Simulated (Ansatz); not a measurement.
Here is the system:

```
K2S
1.0
    0.01064     3.66799     3.66799
    3.66799     0.01064     3.66799
    3.67863     3.67863     0.00000
K S
2 1
Direct
  0.24973   0.24973   0.25027
  0.75027   0.75027   0.74973
  0.00000   0.00000   0.00000
```

No spin polarisation.

The values are results of PBEsol/PAW in Ansatz (a quantum-chemistry and plane-wave program), no SOC, not measurements. k-mesh 8×8×8 (Γ-centred); smearing 0.05 eV (Fermi–Dirac).

Q: Predict the stress and band gap.

A: The stress (xx, yy, zz, yz, xz, xy; compression positive) comes out as (0.01, 0.01, 0.01, 0.00, 0.00, -0.06) GPa and the band gap comes out as 2.34 eV.

The cells carry an imposed strain or load. Whether these cells are dynamically stable was not tested. The cell was made from K2S in the anti-fluorite structure (space group Fm-3m, No. 225) by this change: tensor shear ε_xy = +0.29 %.
